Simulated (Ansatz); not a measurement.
**Au: response to strain**

The parent structure is Au in the hcp (Mg type) structure (space group P6_3/mmc, No. 194; a = 2.862 Å, c = 4.802 Å; relaxed with 0.1 eV smearing). Axes: x lies along a and z along c of the hexagonal cell.

Strains are applied to the cell and any free atomic positions relax; under biaxial strain the out-of-plane vector relaxes too.

Computed with PBEsol (Ansatz, an electronic-structure program; PAW; 420 eV plane waves; without spin-orbit coupling).

Notes on the quantities. pressure: mean of the normal stresses, compression positive.

```csv
variant,pressure,shortest interatomic distance,space group
base,0.0 GPa,286.2 pm,P6_3/mmc (No. 194)
"biaxial strain −1.59 %, plane normal [001], relaxed out of plane",3.1 GPa,281.6 pm,P6_3/mmc (No. 194)
"biaxial strain −1.24 %, plane normal [001], relaxed out of plane",2.3 GPa,282.6 pm,P6_3/mmc (No. 194)
"biaxial strain −0.43 %, plane normal [001], relaxed out of plane",0.7 GPa,284.9 pm,P6_3/mmc (No. 194)
"biaxial strain +4.59 %, plane normal [001], relaxed out of plane",-4.5 GPa,?,P6_3/mmc (No. 194)
isotropic strain −3.69 %,?,275.6 pm,P6_3/mmc (No. 194)
uniaxial strain ε_xx = +2.30 %,?,287.8 pm,Cmcm (No. 63)
```

Q: Some entries are withheld; estimate them.

A: 
- biaxial strain +4.59 %, plane normal [001], relaxed out of plane, shortest interatomic distance: 285.9 pm
- isotropic strain −3.69 %, pressure: 27.1 GPa
- uniaxial strain ε_xx = +2.30 %, pressure: -3.7 GPa

Stability against distortions was not tested. The base started in Cmcm and relaxed to P6_3/mmc at this level. This is not the structure that Au has at room temperature and ambient pressure.
